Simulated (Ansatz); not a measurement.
The reference is BP (space group P4_2/mnm, No. 136; a hypothetical phase, not in the database extracts checked).

```
CELL_PARAMETERS angstrom
      5.53234     0.00000     0.00000
      0.00000     5.53234     0.00000
      0.00000     0.00000     3.18730
ATOMIC_POSITIONS crystal
  B  0.32159 0.67841 0.00000
  B  0.67841 0.32159 0.00000
  B  0.82159 0.82159 0.50000
  B  0.17841 0.17841 0.50000
  P  0.31929 0.31929 0.00000
  P  0.68071 0.68071 0.00000
  P  0.18071 0.81929 0.50000
  P  0.81929 0.18071 0.50000
```

Levels (all Ansatz, a program for electronic structure, PAW): PBEsol (420 eV, scalar-relativistic without spin-orbit coupling); r2SCAN (500 eV, spin-orbit coupling left out); HSE06 (420 eV, scalar-relativistic without spin-orbit coupling).

One geometry, relaxed with PBEsol, under each level:

| level | band gap | lowest conduction level above the VBM at special points | pressure |
|---|---|---|---|
| PBEsol | 0.26 eV | Γ 1.22 eV; Z 1.40 eV; R 1.45 eV; A 1.46 eV | 0.00 GPa |
| r2SCAN | (withheld) | (withheld) | (withheld) |
| HSE06 | 1.05 eV | Γ 2.05 eV; Z 2.26 eV; R 2.30 eV | – |

Task: Give the withheld r2SCAN results.

Result: 
- r2SCAN, band gap: 0.51 eV
- r2SCAN, lowest conduction level above the VBM at special points: Γ 1.48 eV; Z 1.70 eV; R 1.72 eV; A 1.74 eV
- r2SCAN, pressure: 1.56 GPa

Single points use the geometry relaxed with PBEsol. Their cutoffs differ, which shifts pressures a little. The hybrid gap comes from the SCF mesh plus the semilocal run's edge points and a few special points and is an upper bound. No phonon test of stability was made. The zero or small gap of BP can change with the level of theory.
